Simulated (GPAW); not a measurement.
## Short convergence ladders for CuAu (P4mm, 2 atoms in the cell)

```
CELL_PARAMETERS angstrom
      2.81400     0.00000     0.00000
      0.00000     2.81400     0.00000
      0.00000     0.00000     3.68835
ATOMIC_POSITIONS crystal
  Cu 0.00000 0.00000 0.01356
  Au 0.50000 0.50000 0.50000
```

Base method: PBEsol, GPAW PAW datasets PBEsol (made by gpaw-setup) (plane waves; GPAW 25.7.0).

Base settings: mode = pw; ecut = 850 eV; xc = PBEsol; kpts = 5 5 4; mesh shift (steps) = 0 0 0; occupations.name = fermi-dirac; occupations.width = 0.1 eV; nbands = -8; convergence.density = 1e-05 e/electron; convergence.energy = 1e-05 eV/electron.

The count of work is k-points × plane waves × bands × iterations; it is no time. Core times come from one kind of shared machine, to one figure; runs under 30 s give none.

**The k-point mesh at a smearing width of 0.05 eV**

In this ladder: occupations.width = 0.05 eV.

Only quantities that move along the ladder and can be compared are tabulated.

```csv
kpts,free energy less the last step's (meV/atom),pressure (GPa),count of work / last,core time / last (rough)
4 4 3,98.28,-1.02,0.014,–
6 6 5,19.17,-1.80,0.035,–
9 9 7,-7.21,-2.07,0.082,0.08
13 13 10,0.27,-1.95,0.24,0.3
15 15 12,-0.03,-1.99,0.35,0.3
23 23 17,0.00,-1.92,1.0,1
```

Coarsest kpts that holds the pressure within 0.5 GPa of the last step, with all finer ones: 6 6 5, at 0.035 of the last step's count of work; the step before is off by 0.90 GPa.

Coarsest kpts that holds the free energy within 0.5 meV/atom of the last step, with all finer ones: 13 13 10, at 0.24 of the last step's count of work and about 0.3 of the last step's time; the step before is off by 7.2 meV/atom.

**The mesh under tetrahedron occupations**

In this ladder: occupations.name = improved-tetrahedron-method; occupations.width = default.

Only quantities that move along the ladder and can be compared are tabulated.

| kpts | free energy less the last step's (meV/atom) | pressure (GPa) | largest difference of a force vector from the last step's (eV/Å) | count of work / last | core time / last (rough) |
|---|---|---|---|---|---|
| 5 5 4 | -31.09 | -2.09 | 0.033 | 0.022 | – |
| 7 7 6 | -13.40 | -2.05 | 0.007 | 0.055 | – |
| 11 11 9 | -1.50 | -2.04 | 0.001 | 0.13 | 0.1 |
| 14 14 11 | -1.50 | -2.08 | 0.001 | 0.37 | 0.4 |
| 22 22 17 | 0.00 | -1.98 | 0.000 | 1.0 | 1 |

Coarsest kpts that holds the forces within 0.005 eV/Å of the last step, with all finer ones: 11 11 9, at 0.13 of the last step's count of work and about 0.1 of the last step's time; the step before is off by 0.007 eV/Å.

Coarsest kpts that holds the pressure within 0.05 GPa: not settled: the last two steps still differ by 0.10 GPa, over half the tolerance, so the ladder does not show it.

Coarsest kpts that holds the free energy within 5 meV/atom of the last step, with all finer ones: 11 11 9, at 0.13 of the last step's count of work and about 0.1 of the last step's time; the step before is off by 13 meV/atom.

On the base run: the starting cell has typed, rounded lattice constants, without a prior relaxation at this level. Its lattice was rescaled by up to half a per cent. One atom was moved a little off its site on purpose. Spin polarisation is off. Without a gap this mesh is coarse (it stands for a supercell whose shortest vector is 14 Å).
